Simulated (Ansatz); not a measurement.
The (331) face of germanium can be cut between different planes. Symmetric, stoichiometric slabs relaxed in the 1x1 cell (36.2 Å²): top plane Ge, 0.33 Å over the next in the ideal cut; top plane Ge, 0.99 Å over the next in the ideal cut.

Calculation: PBE (plane waves to 420 eV, PAW; Ansatz, a first-principles code).

Question: Order them by surface energy (lowest first) at the level PBE.

Answer: the cut with an outer spacing of 0.33 Å (0.98 J/m²), the cut with an outer spacing of 0.99 Å (1.03 J/m²; 4 Ge–Ge bonds formed)
